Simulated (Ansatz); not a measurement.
SrO2 (Pnma, No. 62, 12 atoms in the cell; start mp-726705)

The numbers are results of LDA (plane waves, PAW; Ansatz, a quantum-chemistry and plane-wave program), not measurements.

Run with plane-wave cutoff 500 eV, 6×8×8 k mesh (along the axes of the cell as run), gaussian smearing 0.02 eV, scalar-relativistic PAW data made under PBE.

Cell (relaxed at this level):

```yaml
crystal:
  lattice:
    - [7.73532, 0.00000, 0.00000]
    - [0.00000, 4.81201, 0.00000]
    - [0.00000, 0.00000, 5.07179]
  atoms:
    - { symbol: Sr, position: [0.83462, 0.75000, 0.05729] }
    - { symbol: Sr, position: [0.16538, 0.25000, 0.94271] }
    - { symbol: Sr, position: [0.66538, 0.25000, 0.55729] }
    - { symbol: Sr, position: [0.33462, 0.75000, 0.44271] }
    - { symbol: O, position: [0.60362, 0.75000, 0.71134] }
    - { symbol: O, position: [0.39638, 0.25000, 0.28866] }
    - { symbol: O, position: [0.89638, 0.25000, 0.21134] }
    - { symbol: O, position: [0.10362, 0.75000, 0.78866] }
    - { symbol: O, position: [0.65860, 0.75000, 0.43530] }
    - { symbol: O, position: [0.34140, 0.25000, 0.56470] }
    - { symbol: O, position: [0.84140, 0.25000, 0.93530] }
    - { symbol: O, position: [0.15860, 0.75000, 0.06470] }
```

| Quantity | Value |
|---|---|
| band gap | 2.78 eV (on the SCF k mesh) |

Note: the relaxation could not lower the start's symmetry, so the cell can be a saddle point above a distorted one.

Spin–orbit coupling is not included.

A start named mp-… is a Materials Project structure, which need not be a measured phase.
